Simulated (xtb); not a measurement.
xtb 6.7.1, GFN2-xTB: C[Si](O)(O)[O][Al]([OH])[OH], 15 atoms. The geometry is a generated start, not checked to be a minimum at this level.

- run flags = --grad
- method = GFN2-xTB
- --acc = 1 (default)
- --etemp (K) = 300 (default)
- basis functions = 51
- valence electrons = 48

```xyz
15

Si    -1.0822    -0.3796    -0.2068
C     -1.7222     1.3516    -0.6425
O     -1.4698    -1.4370    -1.3779
O     -1.7292    -0.9901     1.1660
O      0.5352    -0.3123    -0.0608
Al     2.1410    -0.1403     0.3576
O      2.4342     0.7173     1.7413
O      3.3726    -0.7996    -0.5427
H     -1.8392     1.4603    -1.7162
H     -2.6914     1.5348    -0.1895
H     -1.0412     2.1265    -0.3054
H     -2.0387    -2.1668    -1.1456
H     -1.4205    -0.6477     1.9993
H      3.1749     1.0126     2.2517
H      3.3765    -1.3297    -1.3285
```

One run each on 1 thread. Values of broydamp tried: 0.02, 0.05, 0.1, 0.2, 0.4 (default), 0.6, 0.8, 1.

### Question
Predict the course of the SCC iterations along this series.

### Answer
Fewest SCC iterations, within one of each other: 0.2 with 14, 0.4 (default) with 13, 0.6 with 13, 0.8 with 13, 1 with 14. The count rises to 22 at 0.02. All converge to one solution.

```csv
broydamp,SCC iterations,end
0.02,22,same solution
0.05,19,same solution
0.1,17,same solution
0.2,14,same solution
0.4 (default),13,same solution
0.6,13,same solution
0.8,13,same solution
1,14,same solution
```
